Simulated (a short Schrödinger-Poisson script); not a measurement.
Stack: gated In0.52Al0.48As/In0.53Ga0.47As δ-doped gas in a quantum well, at 77 K.

| layer | material | thickness (nm) | Na (cm⁻³) |
|---|---|---|---|
| 1 | In0.52Al0.48As | 15 | - |
| 2 | In0.52Al0.48As | 10 | - |
| 3 | In0.53Ga0.47As | 8 | - |
| 4 | In0.52Al0.48As | 4000 | 6e14 |

The device is made up for the run: typed textbook-type constants, with dimensions and the other settings drawn at random. In0.52Al0.48As: permittivity 12.5, conduction-band edge (eV) 0.52, gap (eV) 1.45, electron mass (mₑ) 0.075, Nv at 300 K (cm⁻³) 1.1e19. In0.53Ga0.47As: permittivity 13.9, conduction-band edge (eV) 0, gap (eV) 0.74, Nv at 300 K (cm⁻³) 7.7e18.

Channel valleys (confinement mass, in-plane density-of-states mass, number): Γ 0.041, 0.041, 1. At the gate the conduction-band edge of layer 1 lies 0.65 eV − eVg above the Fermi level of the channel; the field vanishes at the back. Sheet of ionised δ-doping: +3.5e12 e/cm² at 15 nm from the gate. The barrier under the gate holds no holes. Gaps are held at their typed values at every temperature. Mesh 0.08 nm at interfaces.

From a short Schrödinger-Poisson script (our own, NumPy): 1D Poisson equation in equilibrium, electrons quantum, Hartree (BenDaniel-Duke, 40 states a valley, the channel's in-plane mass for all, wave functions free to enter the barrier), parabolic valleys, classical holes, full ionisation, no traps, pinning or gate leakage.

Task: List the lowest subbands of each valley and their electrons at Vg = 0.4 V.

Result: 
```
valley  subband  energy from the Fermi level (meV)  electrons (cm⁻²)  share (%)
------  -------  ---------------------------------  ----------------  ---------
Γ             0                             -119.4           2.05e12       99.8
Γ             1                               23.0            3.50e9        0.2
Γ             2                               80.0             < 1e6        0.0
```

All electrons: 2.05e12 cm⁻².
